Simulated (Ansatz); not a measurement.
TiN (I4/mmm): band-structure transport figures

Input:

```
CELL_PARAMETERS angstrom
      0.00000     2.10489     2.10089
      2.10489     0.00000     2.10089
      2.10489     2.10489     0.00000
ATOMIC_POSITIONS crystal
  Ti 0.00000 0.00000 0.00000
  N  0.50000 0.50000 0.50000
```

Calculation: PBEsol, rigid bands (plane waves, PAW, scalar-relativistic; Ansatz, a quantum-chemistry and plane-wave program). Condition of this run: biaxial stress xx = yy = -1 GPa (compression positive) (the target of the relaxation). Geometry: cell and atoms relaxed with PBEsol, then loaded as said.

The density of states at the Fermi level is 0.805 states/(eV·cell), both spins, the bare Sommerfeld coefficient comes out as 0.95 mJ/(mol of atoms·K²) and the drude plasma energy is 7.9 eV. The root-mean-square Fermi velocity is 7.4e5 m/s. The resistivity times τ is 7.8 ×10⁻²² Ω·m·s.

A metal at this level (no band gap); rigid bands, thermally averaged at 300 K, both spins. Spin-orbit coupling is left out. τ is one relaxation time for all states.
